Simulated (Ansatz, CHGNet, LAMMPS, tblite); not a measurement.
**C axis length of corundum Ga2O3 (metastable phase): levels of theory against measurement**

Reference value: 13.433 Å (measured, temperature not stated, not corrected to a static lattice; as tabulated in Marezio, Remeika, J. Chem. Phys. 46, 1862 (1967) (COD 1538347)).

| level (code) | value (Å) |
|---|---|
| ionic model grimes1999 (shell model, LAMMPS) | 13.177 |
| GFN2-xTB (tblite) | 13.422 |
| CHGNet 0.3.0 | 13.573 |
| LDA (Ansatz) | … |
| PBE (Ansatz) | … |
| rVV10 (Ansatz) | … |
| r²SCAN (Ansatz) | 13.441 |
| HSE06 (Ansatz) | 13.443 |
| PBE0 (Ansatz) | 13.439 |

**Question.** Fill in the missing entries.

**Answer.** 
- LDA (Ansatz, a first-principles code), value (Å): 13.306
- PBE (Ansatz), value (Å): 13.623
- rVV10 (Ansatz), value (Å): 13.655

Differences against the reference: ionic model grimes1999 -1.91 %, GFN2-xTB -0.08 %, CHGNet 0.3.0 +1.04 %, LDA -0.95 %, PBE +1.41 %, rVV10 +1.65 %, r²SCAN +0.06 %, HSE06 +0.07 %, PBE0 +0.04 %.

The reference's temperature isn't stated, so close values are not ranked against it.

The measured value isn't corrected to a static lattice, so vibrations enter the comparison.  GFN2-xTB: the method was fitted mainly to molecules. GFN2-xTB: the run uses a supercell at the zone centre in place of a k mesh. Cutoffs and k meshes differ between the levels. Ansatz's density-functional and Hartree–Fock values are scalar-relativistic unless marked +SOC, with PAW data made under PBE.

Empirical potentials (ionic model grimes1999) are fitted to chosen data: where that held the value shown, agreement is built in, and what lay outside the fit can be far off. Machine-learned potentials (CHGNet 0.3.0) are trained on DFT data: a solid inside that data is no test of them.

Differences are worked out from the printed values.
